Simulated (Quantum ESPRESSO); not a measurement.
A working Quantum ESPRESSO input for Y3GaC (Pm-3m, 5 atoms in the cell) (DFT, LDA (PZ), plane waves, GBRV 1.5 ultrasoft (LDA) pseudopotentials):

```fortran
&control
 calculation = 'scf',
 outdir = './tmp/',
 pseudo_dir = './',
 verbosity = 'high',
 tprnfor = .true.,
 tstress = .true.,
/
&system
 ibrav = 1,
 celldm(1) = 9.0182492777,
 nat = 5,
 ntyp = 3,
 ecutwfc = 50,
 ecutrho = 400,
 occupations = 'smearing',
 smearing = 'fd',
 degauss = 0.0036749,
/
&electrons
 conv_thr = 1.0d-10,
/
ATOMIC_SPECIES
Y     88.9058  y_lda_v1.4.uspp.F.UPF
Ga    69.7230  ga_lda_v1.4.uspp.F.UPF
C     12.0110  c_lda_v1.2.uspp.F.UPF
ATOMIC_POSITIONS angstrom
Y     2.3861260000    0.0000000000    2.3861260000
Y     0.0000000000    2.3861260000    2.3861260000
Y     2.3861260000    2.3861260000    0.0000000000
Ga    0.0000000000    0.0000000000    0.0000000000
C     2.3861260000    2.3861260000    2.3861260000
K_POINTS automatic
7 7 7  0 0 0
```

The run converged in 13 iterations: free energy E − TS -9594.0837 eV; Fermi level (on the code's own zero) 10.52 eV; pressure -0.64 GPa. Each of these slips is then made, one at a time:

(1)
```diff
- ibrav = 1,
- celldm(1) = 9.0182492777,
- nat = 5,
+ ibrav = 0,
+ nat = 6,
+Y     2.3741190140    2.4092332442   -0.0426830219
+CELL_PARAMETERS angstrom
+   4.7722520000     0.0000000000     0.0000000000
+   0.0000000000     4.7722520000     0.0000000000
+   0.0000000000     0.0000000000     4.7722520000
```

(2)
```diff
- ecutwfc = 50,
- ecutrho = 400,
+ ecutwfc = 25,
+ ecutrho = 200,
```

Problem. How does each altered input end?

Solution. 
(1) One atom entered twice. The program stopped with an error at about iteration 1.
```
Error in routine cdiaghg (144):
S matrix not positive definite
```

(2) An energy in the wrong unit. The run converged in 13 iterations without an error; against the sound input the free energy rises by 250 meV/atom and the pressure goes from -0.64 to -14.05 GPa.

The starting cell comes from a database of computed structures (which also holds hypothetical and non-ambient phases and stackings), without a prior relaxation at this level. Its lattice was rescaled by a random factor within 2.5 % of one.

Left out of this page: 4 runs of the series outside the window shown, repeating another row's setting, or not comparable.
